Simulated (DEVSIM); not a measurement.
System: Schottky contact on n-type GaP, at 400 K.

Layer 1 from the left is GaP, thickness (μm) 16.0, Nd (cm⁻³) 2.4e16, τn (s) 5.3e-7, τp (s) 5.3e-7.

Left contact: Schottky, work function 4.74 eV, emission velocity 1.2e7 cm/s. Right contact: ohmic. Voltage is applied to the left contact. Recombination: SRH at mid-gap, Auger. Mobility is μmin + (μ − μmin)/(1 + (N/Nref)^α).

Constants are typed, rounded textbook-type inputs, not results; the design itself was drawn at random and stands for no fabricated device. Values at 300 K; Nc and Nv go as T^1.5, mobilities as T to minus their exponent, the gap by Varshni's rule with the affinity fixed.

GaP: gap (eV) 2.26, affinity (eV) 3.8, permittivity 11.1, Nc (cm⁻³) 1.8e19, Nv (cm⁻³) 1.9e19, μn (cm²/Vs) 250, μp (cm²/Vs) 150, μn,min 10, μp,min 10, Nref,n 4.4e18, Nref,p 1e18, αn 0.8, αp 0.85, T exponent of μn 1.6, T exponent of μp 1.98, Cn (cm⁶/s) 1e-30, Cp (cm⁶/s) 1e-30, Varshni α (eV/K) 0.00058, Varshni β (K) 372.

DEVSIM, 1D drift-diffusion, Boltzmann statistics, complete ionisation; no tunnelling, impact ionisation, image-force lowering or self-heating. Metal contacts follow the ideal Schottky-Mott rule: no Fermi-level pinning, no interface dipoles.

Dark forward current:

```tsv
|V| (V)	|J| (A/cm²)
0.05	0.0001161
0.10	0.0005964
0.15	0.002584
0.20	0.01078
0.25	0.04432
0.30	0.1793
0.35	0.6987
0.40	2.454
0.45	6.955
0.50	15.03
0.55	26.06
0.60	39.06
0.65	53.34
0.70	68.47
0.75	84.20
0.80	100.4
0.85	116.9
0.90	133.6
0.95	150.6
1.00	167.7
1.05	185.0
1.10	202.3
1.15	219.8
1.20	237.4
1.25	255.0
1.30	272.7
```

Q: Work out the local ideality factor n = ΔV / (kT/q · ln(J2/J1)) between the rows 0.15 and 0.20 V, 1.25 and 1.30 V.

A: kT/q = 34.47 mV. From 0.15 to 0.20 V: ln(0.01078/0.002584) = 1.428, n = 1.02, near the 1 of diffusion or emission over a barrier. From 1.25 to 1.30 V: ln(272.7/255.0) = 0.067, n = 21.61; the layers' resistance at their doping, Σ W/(qμN) = 0.0027 Ω cm², would take 47 mV of this step of 50 mV.

Q: Estimate the current at 0.20 V for emission alone, J0 = q v N_band exp(−φB/kT), and read the barrier back from the simulated current.

A: φB = 0.940 eV, N_band = 2.77e19 cm⁻³, J0 = 7.64e-5 A/cm²; J = J0 (exp(qV/kT) − 1) = 0.0252 A/cm². The simulation gives 0.0108 A/cm²; the estimate lies 130 % above. Read backwards, the simulated current gives an apparent barrier of 0.969 eV. The estimate leaves out transport through the depletion region and minority injection.
